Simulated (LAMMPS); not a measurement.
MD of Ni (fcc) at zero pressure, 256 atoms, as a crystal; each row is its own run.

Computed with MD with a machine-learned potential, pair style snap, file Ni_Zuo_JPCA2020.quadratic.snap; code LAMMPS.

| T (K) | volume (Å³/atom) |
|---|---|
| 200 | 10.999 |
| 300 | 11.043 |
| 1040 | 11.378 |
| 1300 | 11.508 |
| 1560 | 11.654 |

Question: Fit a straight line, y = a + b x, to these rows (x is the first column, y the second) and predict the run at x = 780.

Answer: Least squares gives a = 10.899 and b = 0.0004745. At x = 780 the fit predicts 11.269 Å³/atom. The run itself gave 11.253 ± 0.002 Å³/atom, so the fit is 0.14 % high.

Caution (rows 1040; 1300; 1560): a run this short can hold a crystal over, or a liquid under, the potential's own melting point, which these runs don't give.
